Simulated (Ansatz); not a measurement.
Ansatz (a quantum-chemistry and plane-wave program) run on SrAg5 (P6mm, 6 atoms in the cell): self-consistent single point.

Method of the run: PBEsol, default PAW files made with PBE (plane waves; Ansatz).

```yaml
crystal:
  lattice:
    - [5.72758, 0.00000, 0.00000]
    - [-2.86379, 4.96023, 0.00000]
    - [0.00000, 0.00000, 4.61871]
  atoms:
    - { symbol: Sr, position: [0.00000, 0.00000, 0.01083] }
    - { symbol: Ag, position: [0.66667, 0.33333, 0.00000] }
    - { symbol: Ag, position: [0.33333, 0.66667, 0.00000] }
    - { symbol: Ag, position: [0.50000, 0.00000, 0.50000] }
    - { symbol: Ag, position: [0.50000, 0.50000, 0.50000] }
    - { symbol: Ag, position: [0.00000, 0.50000, 0.50000] }
```

Reference input (self-consistent single point, DFT, PBEsol, plane waves, default PAW files made with PBE): basis.ecutwfc = 420 eV; kpoints.mp_grid.grid = 7 7 7; hamiltonian.xc = pbesol; hamiltonian.pseudopotentials = {kind: paw} (the program's default PAW files); scf.occupations.method = gaussian; scf.occupations.width = 0.1 eV. This run's input differs from it in these lines:

Ansatz 0.2 input:
```diff
@@ -16,3 +16,3 @@
 kpoints:
-  mp_grid: { grid: [7, 7, 7] }
+  mp_grid: { grid: [11, 11, 11] }
 hamiltonian:
```

The program printed (abridged):

```
SCF iter   1: F=—  HF=-41104.490147 eV  |F-HF|=—  |Δ(HF+E_count)|=         —  Δρ=7.82e-3  dr2=7.74e-2  ethr=1.77e-3  ⟨swp⟩=7.9  Hψ=25441  notcnv=0  defer=69
all-band conjugate gradients solve this SCF's bands
preconditioner: auto → LDOS
SCF iter   2: F=—  HF=-41104.508553 eV  |F-HF|=—  |Δ(HF+E_count)|=   1.84e-2  Δρ=1.13e-2  dr2=1.32e-1  ethr=7.38e-5  ⟨swp⟩=2.0  Hψ=12694  notcnv=0  defer=355
   [... lines left out ...]
SCF iter   4: F=—  HF=-41104.470043 eV  |F-HF|=—  |Δ(HF+E_count)|=   3.74e-4  Δρ=2.31e-4  dr2=1.03e-4  ethr=1.46e-6  ⟨swp⟩=2.1  Hψ=8293  notcnv=0  defer=354
SCF iter   5: F=—  HF=-41104.470031 eV  |F-HF|=—  |Δ(HF+E_count)|=   1.20e-5  Δρ=2.24e-4  dr2=5.83e-5  ethr=9.79e-8  ⟨swp⟩=2.0  Hψ=9350  notcnv=0  defer=354
SCF iter   6: F=—  HF=-41104.470053 eV  |F-HF|=—  |Δ(HF+E_count)|=   2.14e-5  Δρ=2.35e-5  dr2=6.77e-7  ethr=5.56e-8  ⟨swp⟩=2.2  Hψ=9029  notcnv=0  defer=354
SCF iter   7: F=-41104.470053 eV  HF=-41104.470053 eV  |F-HF|=9.03e-9  |Δ(HF+E_count)|=   4.91e-9  Δρ=4.13e-6  dr2=4.32e-8  ethr=9.52e-11  ⟨swp⟩=10.8  Hψ=28261  notcnv=0
SCF 1 converged in 7 iterations: F = -41104.470053 eV  dr2 = 4.32e-8
Free energy (F): -41104.470053 eV
Internal energy: -41104.456971 eV  (E = F + TS)
E sigma→0 (E₀):  -41104.463512 eV
Entropy (-TS):   -0.013082 eV (-2.180 meV/atom)
Fermi energy:    13.264821 eV
--- Forces (eV/Å), atoms counted from 1 ---
  atom   1  Sr    -0.00000000     0.00000000    -0.03164896
  atom   2  Ag     0.00000000    -0.00000000    -0.00700953
  atom   3  Ag    -0.00000000     0.00000000    -0.00700953
  atom   4  Ag     0.00000000     0.00000000     0.01522075
  atom   5  Ag    -0.00000000    -0.00000000     0.01522075
  atom   6  Ag     0.00000000     0.00000000     0.01522075
--- Stress (GPa, compression-positive) ---
       -3.143863       0.000000      -0.000000
        0.000000      -3.143863       0.000000
       -0.000000      -0.000000      -3.389815
  P = ⅓ Tr σ = -3.2258 GPa (-32.258 kbar)
  The stress holds the Pulay correction. Without it, at fixed plane waves, as pw.x and ABINIT print it: P = -3.2545 GPa
```

The run converged in 7 iterations. Against the reference run the free energy goes down by 1.0 meV/atom, the pressure hardly changes (-3.22 to -3.23 GPa) and the largest force moves little (0.029 to 0.032 eV/Å).

The starting cell comes from a database of computed structures (which also holds hypothetical and non-ambient phases and stackings), without a prior relaxation at this level. Its lattice was rescaled by up to half a per cent. One atom was moved a little off its site on purpose. With a pressure of about -3 GPa the cell is away from its equilibrium volume at this level. Ansatz's pressure includes its estimate of the finite-basis (Pulay) stress.

Cost on one core of a shared machine: roughly 50 s.
